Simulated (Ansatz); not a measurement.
System: interstitial H in 3C silicon carbide with all lengths changed by -1 % (charge state +1). Method: PBE, PAW (plane waves to 420 eV; Ansatz, a first-principles code).

Settings: 64 host sites, the strained lattice (strain from the relaxed PBE one, atoms relaxed), a 2×2×2 k-point mesh shifted by half a step, smearing 0.01 eV, spin-restricted, no image-charge correction. Static, classical nuclei. The charge state is imposed; whether it is stable for some Fermi level was not computed. Sites that were not tried may lie lower.

Barriers: single points on a 3×3×3 k-point mesh shifted by half a step at the bands' geometries.

The step: H moves alone to another site; the atom moves 1.12 Å along (0.20, 0.17, -0.01) of the unit cell; the moving atom starts with neighbours C at 1.12, 2 C at 2.18; 2 Si at 1.93, Si at 2.03 Å and ends with C at 1.12; 2 Si at 1.96, Si at 1.97 Å.

Problem. Estimate the migration barrier of this step that PBE, PAW returns for this input.

Solution. 0.48 eV, the same both ways. At the saddle the moving atom has neighbours 2 C at 1.49; Si at 1.64 Å. The saddle point's order was not checked, and it lies on a symmetry element of the cell, where a band can be held.
